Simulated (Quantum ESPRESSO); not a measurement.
Quantum ESPRESSO run on CaSiAu (P3m1, 3 atoms in the cell): relaxation of the atoms.

Level of theory: LDA (PZ), GBRV 1.5 ultrasoft (LDA) pseudopotentials (plane waves; Quantum ESPRESSO 7.5).

Input as run:

```fortran
&CONTROL
 calculation = 'relax'
 prefix = 'pwscf'
 outdir = './out'
 pseudo_dir = './'
 forc_conv_thr = 3.9e-05
/
&SYSTEM
 ibrav = 0
 nat = 3
 ntyp = 3
 ecutwfc = 40
 ecutrho = 320
 occupations = 'smearing'
 smearing = 'fermi-dirac'
 degauss = 0.0073499
/
&ELECTRONS
 conv_thr = 1.0d-9
 mixing_beta = 0.7
/
&IONS
/
ATOMIC_SPECIES
Ca    40.0780  ca_lda_v1.uspp.F.UPF
Si    28.0850  si_lda_v1.uspp.F.UPF
Au   196.9666  au_lda_v1.uspp.F.UPF
ATOMIC_POSITIONS {crystal}
Ca    0.00000000    0.00000000    0.03823800
Si    0.66666667    0.33333333    0.50000000
Au    0.33333333    0.66666667    0.50000000
K_POINTS {automatic}
4 4 4  0 0 0
CELL_PARAMETERS {angstrom}
   4.30595210     0.00000000     0.00000000
  -2.15297605     3.72906391     0.00000000
   0.00000000     0.00000000     3.92278800
```

Output (repeated stretches shortened):

```
     Self-consistent Calculation

     iteration #  1     ecut=    40.00 Ry     beta= 0.70

     total energy              =    -199.34282552 Ry
     estimated scf accuracy    <       0.44183405 Ry

     iteration #  2     ecut=    40.00 Ry     beta= 0.70

     total energy              =    -199.46609052 Ry
     estimated scf accuracy    <       0.90683500 Ry

     iteration #  3     ecut=    40.00 Ry     beta= 0.70

     total energy              =    -199.60256161 Ry
     estimated scf accuracy    <       0.01738532 Ry

   [... 6 blocks of this kind left out ...]

     iteration # 10     ecut=    40.00 Ry     beta= 0.70

     total energy              =    -199.61164836 Ry
     estimated scf accuracy    <          7.1E-09 Ry

     iteration # 11     ecut=    40.00 Ry     beta= 0.70
     End of self-consistent calculation

     the Fermi energy is     9.5236 ev

!    total energy              =    -199.61164836 Ry
     estimated scf accuracy    <          1.0E-10 Ry
     smearing contrib. (-TS)   =      -0.00532063 Ry
     internal energy E=F+TS    =    -199.60632773 Ry

     convergence has been achieved in  11 iterations

   [... lines left out ...]
     Total force =     0.027290     Total SCF correction =     0.000013
     the Fermi energy is     9.5318 ev
!    total energy              =    -199.61480561 Ry
   [... lines left out ...]

     Total force =     0.000180     Total SCF correction =     0.000005
     Message from routine bfgs:
     history already reset at previous step: exiting
     Energy error            =      7.1E-07 Ry
     Gradient error          =      1.3E-04 Ry/Bohr

     bfgs failed after  13 scf cycles and   9 bfgs steps, convergence not achieved
     (criteria: energy <  1.0E-04 Ry, force <  3.9E-05 Ry/Bohr)

     End of BFGS Geometry Optimization

     Final energy             =    -199.6148056124 Ry

     File ./out/pwscf.bfgs deleted, as requested
Begin final coordinates

ATOMIC_POSITIONS (crystal)
Ca               0.0000000000        0.0000000000        0.0127538724
Si               0.6666666700        0.3333333300        0.5129436637
Au               0.3333333300        0.6666666700        0.5125404639
End final coordinates

   JOB DONE.
```

The relaxation ended unconverged.  The full log also holds: “WARNING: bfgs curvature condition failed, Theta= 0.907”. The full log also holds: “WARNING: bfgs curvature condition failed, Theta= 0.910”.

The starting cell comes from a database of computed structures (which also holds hypothetical and non-ambient phases and stackings), without a prior relaxation at this level. Its lattice was rescaled by up to half a per cent. For this run, on top of that: one atom moved by 0.15 angstrom.

Cost on one core of a shared machine: roughly 4 min.
